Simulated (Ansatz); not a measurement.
Consider the following.

```
CELL_PARAMETERS angstrom
      5.36276     0.00000     0.00000
      0.00000     7.58409     0.00000
      0.00000     0.00000    17.68138
ATOMIC_POSITIONS crystal
  Na 0.75000 0.97537 0.41303
  Na 0.25000 0.27463 0.41303
  Na 0.25000 0.47537 0.58697
  Na 0.75000 0.77463 0.58697
```

No spin polarisation.

Level of theory: Kohn–Sham DFT with the PBE functional, run in Ansatz (an electronic-structure program) with PAW and 420 eV plane waves, no spin-orbit coupling. k-mesh 9×6×1 (Γ-centred); smearing 0.05 eV (Fermi–Dirac). The cell is a slab with vacuum along z.

Q: Predict the gap character.

A: Indirect, Γ–X (71 % along) → k = (0, 1/3, 0) in the run's primitive reciprocal basis.

Q: What band gap does the calculation give?

A: 0.09 eV.

Whether these cells are dynamically stable was not tested. The cell was made from Na in the diamond structure (space group Fd-3m, No. 227; a hypothetical phase, not in the database extracts checked) by this change: a free-standing slab of 2 layers (4 atoms, 2 a layer) is cut normal to [110], with 15 Å of vacuum and the in-plane cell held at bulk.
